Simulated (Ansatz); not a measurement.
**MgO: pressure −1 GPa**

Base system: MgO (space group P6_3/mmc, No. 194; a = 3.4939 Å, c = 4.1941 Å; a cell from a computed database, its experimental status unchecked).

It is then changed as follows: a negative pressure, −1 GPa.

Computed with PBEsol (Ansatz, an electronic-structure program), no spin-orbit coupling. Settings: 11×11×8 k-points, 0.05 eV Fermi–Dirac smearing.

- Volume per atom: 11.17 Å³ (base 11.09 Å³)
- Density: 3.00 g/cm³ (base 3.02 g/cm³)
- Lattice parameter a: 3.504 Å (base 3.494 Å)
- c/a ratio: 1.200 (base 1.200)
- Shortest interatomic distance: 2.023 Å (base 2.017 Å)
- Enthalpy H = E + PV relative to the base's energy: -0.07 eV/atom
- Band gap: 3.24 eV (base 3.27 eV)
- Gap character: direct at Γ (base direct at Γ)
- Electron mass: 0.36 mₑ along c, 0.33 mₑ across (at Γ) (base 0.37 mₑ along c, 0.33 mₑ across (at Γ))
- Hole mass: 0.38 mₑ along c, 2.0 mₑ across (at Γ) (base 0.39 mₑ along c, 2.0 mₑ across (at Γ))
- Valence-band top at Γ (three highest levels, from the VBM): 0.00, -0.79, -0.79 eV (base 0.00, -0.80, -0.80 eV)

Final structure:

```xyz
4
Lattice="3.5036 0.0000 0.0000 -1.7518 3.0342 0.0000 0.0000 0.0000 4.2038" Properties=species:S:1:pos:R:3 pbc="T T T"
Mg     1.7518     1.0114     3.1528
Mg     0.0000     2.0228     1.0509
O      1.7518     1.0114     1.0509
O      0.0000     2.0228     3.1528
```

Load acts through the strain it causes; cell and atoms are relaxed under it. Masses are band curvatures over ±0.01 Å⁻¹ around the edge. No phonon test of stability was made. This is not the structure that MgO has at room temperature and ambient pressure.
